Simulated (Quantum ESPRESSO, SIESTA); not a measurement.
A Quantum ESPRESSO input for a self-consistent single point of K2Se (Fm-3m, 3 atoms in the cell) (DFT, LDA (PZ), plane waves, GBRV 1.5 ultrasoft (LDA) pseudopotentials):

```fortran
&CONTROL
  calculation = 'scf',
  prefix = 'K2Se',
  outdir = './tmp/',
  pseudo_dir = './',
  verbosity = 'high',
  tprnfor = .true.,
  tstress = .true.,
/
&SYSTEM
  ibrav = 0,
  nat = 3,
  ntyp = 2,
  ecutwfc = 40,
  ecutrho = 200,
  occupations = 'fixed',
  nbnd = 16,
/
&ELECTRONS
  conv_thr = 1.0d-10,
  mixing_beta = 0.3,
/
ATOMIC_SPECIES
K     39.0983  k_lda_v1.4.uspp.F.UPF
Se    78.9710  se_lda_v1.uspp.F.UPF
ATOMIC_POSITIONS {crystal}
K     0.250000000    0.250000000    0.250000000
K     0.750000000    0.750000000    0.750000000
Se    0.000000000    0.000000000    0.000000000
K_POINTS {automatic}
8 8 8  0 0 0
CELL_PARAMETERS {bohr}
   0.000000000     7.103926478     7.103926478
   7.103926478     0.000000000     7.103926478
   7.103926478     7.103926478     0.000000000
```

Question: Translate this input to SIESTA.

Answer: This is the input that was run; spellings and numerical settings could be chosen otherwise.

```
# files in the folder: K.psml Se.psml (PseudoDojo LDA standard)
SystemName  K2Se
SystemLabel siesta

NumberOfAtoms                3
NumberOfSpecies              2
%block ChemicalSpeciesLabel
  1 19 K
  2 34 Se
%endblock ChemicalSpeciesLabel
LatticeConstant              5.316363 Ang
%block LatticeVectors
     0.000000000    0.707106719    0.707106719
     0.707106719    0.000000000    0.707106719
     0.707106719    0.707106719    0.000000000
%endblock LatticeVectors
AtomicCoordinatesFormat      Bohr
%block AtomicCoordinatesAndAtomicSpecies
     3.551963239    3.551963239    3.551963239  1
    10.655889717   10.655889717   10.655889717  1
     0.000000000    0.000000000    0.000000000  2
%endblock AtomicCoordinatesAndAtomicSpecies

XC.functional                LDA
XC.authors                   PW92
PAO.BasisSize                DZP
PAO.EnergyShift              0.01 Ry
MeshCutoff                   350 Ry
%block kgrid.MonkhorstPack
    8   0   0  0.0
    0   8   0  0.0
    0   0   8  0.0
%endblock kgrid.MonkhorstPack
OccupationFunction           FD
ElectronicTemperature        10 K

MaxSCFIterations             150
SCF.Mixer.Method             Broyden
SCF.Mixer.Weight             0.1
SCF.Mixer.History            8
SCF.DM.Tolerance             1.0E-04
Diag.ParallelOverK           true
WriteForces                  true
```

Basis, cutoffs, solver keys and any potentials are the target program's own. This input uses DFT, LDA PW92, numerical atomic orbitals DZP, PseudoDojo LDA standard norm-conserving potentials (rewritten from UPF to PSML). LDA parametrisations can differ slightly between programs. Both were run: pressure -1.28 GPa in Quantum ESPRESSO and -0.47 in SIESTA; gap on the mesh 2.019 eV in Quantum ESPRESSO and 1.826 in SIESTA.

On Quantum ESPRESSO: the starting cell comes from a database of computed structures (which also holds hypothetical and non-ambient phases and stackings), without a prior relaxation at this level. For this run, on top of that: lattice scaled by 0.98.

On SIESTA: the starting cell comes from a database of computed structures (which also holds hypothetical and non-ambient phases and stackings), without a prior relaxation at this level. For this run, on top of that: lattice scaled by 0.98. Values carry the incompleteness of an atom-centred basis. The basis of the alkali or alkaline-earth atoms may lack their empty d shell, which can raise the gap.
